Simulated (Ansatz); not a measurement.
Worked example: self-consistent single point of TlSbO₃ (Pm-3m, 5 atoms in the cell) in Ansatz (a quantum-chemistry and plane-wave program).

Level of theory: LDA (PW92) with spin-orbit coupling, default PAW files made with PBE (plane waves; Ansatz).

```yaml
crystal:
  lattice:
    - [4.12318, 0.00000, 0.00000]
    - [0.00000, 4.12318, 0.00000]
    - [0.00000, 0.00000, 4.12318]
  atoms:
    - { symbol: Tl, position: [0.00000, 0.00000, 0.00000] }
    - { symbol: Sb, position: [0.50000, 0.50000, 0.50000] }
    - { symbol: O, position: [0.00000, 0.50000, 0.50000] }
    - { symbol: O, position: [0.50000, 0.50000, 0.00000] }
    - { symbol: O, position: [0.50000, 0.00000, 0.50000] }
```

Reference input (self-consistent single point, DFT, PBEsol, plane waves, default PAW files made with PBE): basis.ecutwfc = 420 eV; kpoints.mp_grid.grid = 8 8 8; hamiltonian.xc = pbesol; hamiltonian.pseudopotentials = {kind: paw} (the program's default PAW files); scf.occupations.method = gaussian; scf.occupations.width = 0.136 eV. This run's input differs from it in these lines:

Ansatz 0.2 input:
```diff
@@ -17,4 +17,7 @@
 hamiltonian:
-  xc: pbesol
+  xc: lda
   pseudopotentials: { kind: paw }
+magnetization:
+  noncollinear: true
+  spin_orbit: true
 scf:
```

Output, abridged:

```
SCF iter   1: F=—  HF=-19183.599702 eV  |F-HF|=—  |Δ(HF+E_count)|=         —  Δρ=6.54e-2  dr2=3.95e0  dr2_m=0.00e0 (ungated)  ethr=3.10e-3  |M|=0.00e0 ∫|m|=0.00e0 μB  |m|>n=0.0e0 m-floor=0.0e0 τ_xc=0.0e0  β_m=0.30  ⟨swp⟩=5.7  Hψ=4583  notcnv=0  defer=12
all-band conjugate gradients solve this SCF's bands
preconditioner: auto → Kerker (q_TF=auto, 2.543 Å⁻¹)
spin=Noncollinear: Kerker preconditioning applied to the charge; magnetization (m_x, m_y, m_z) channels mix plain (no charge-response kernel on spin).
   [... lines left out ...]
SCF iter   8: F=—  HF=-19182.015401 eV  |F-HF|=—  |Δ(HF+E_count)|=   8.66e-7  Δρ=2.95e-5  dr2=8.22e-7  dr2_m=0.00e0 (ungated)  ethr=1.81e-8  |M|=0.00e0 ∫|m|=0.00e0 μB  |m|>n=0.0e0 m-floor=0.0e0 τ_xc=0.0e0  β_m=0.95  ⟨swp⟩=2.0  Hψ=1531  notcnv=0  defer=148
SCF iter   9: F=-19182.015401 eV  HF=-19182.015401 eV  |F-HF|=5.02e-9  |Δ(HF+E_count)|=   6.98e-8  Δρ=9.04e-6  dr2=5.94e-8  dr2_m=0.00e0 (ungated)  ethr=2.17e-10  |M|=0.00e0 ∫|m|=0.00e0 μB  |m|>n=0.0e0 m-floor=0.0e0 τ_xc=0.0e0  ⟨swp⟩=12.2  Hψ=5301  notcnv=0
SCF 1 converged in 9 iterations: F = -19182.015401 eV  dr2 = 5.94e-8
Magnetization: |M| = 0.0000 μB,  M = (+0.0000, +0.0000, +0.0000) μB
Absolute magnetization: 0.0000 μB (∫|m|)
  site 0: m = (+0.0000, +0.0000, +0.0000) μB, |m| = 0.0000 μB  (R = 1.20 Å)
  site 1: m = (+0.0000, +0.0000, +0.0000) μB, |m| = 0.0000 μB  (R = 0.85 Å)
  site 2: m = (+0.0000, +0.0000, +0.0000) μB, |m| = 0.0000 μB  (R = 0.85 Å)
  site 3: m = (+0.0000, +0.0000, +0.0000) μB, |m| = 0.0000 μB  (R = 0.85 Å)
  site 4: m = (+0.0000, +0.0000, +0.0000) μB, |m| = 0.0000 μB  (R = 0.85 Å)
Free energy (F): -19182.015401 eV
Internal energy: -19181.998081 eV  (E = F + TS)
E sigma→0 (E₀):  -19182.006741 eV
Entropy (-TS):   -0.017320 eV (-3.464 meV/atom)
Fermi energy:    9.364407 eV
--- Forces (eV/Å), atoms counted from 1 ---
  atom   1  Tl     0.00000000     0.00000000     0.00000000
   [... zero for the other atoms too ...]
--- Stress (GPa, compression-positive) ---
      -10.237389       0.000000       0.000000
        0.000000     -10.237389       0.000000
        0.000000       0.000000     -10.237389
  P = ⅓ Tr σ = -10.2374 GPa (-102.374 kbar)
  The stress holds the Pulay correction. Without it, at fixed plane waves, as pw.x and ABINIT print it: P = -10.9798 GPa
```

The run converged in 9 iterations. Against the reference run the pressure goes from -5.92 to -10.24 GPa.

The starting cell was generated: these elements placed on a structure prototype, without a prior relaxation; it need not be a known phase or ordering of this composition. With a pressure of about -10 GPa the cell is away from its equilibrium volume at this level. Ansatz's pressure includes its estimate of the finite-basis (Pulay) stress. Without the estimate this run gives -10.98 GPa. The run gives no clean gap (levels at the Fermi energy touch, overlap or are partly filled at this smearing), which alone does not show that the compound is a metal.
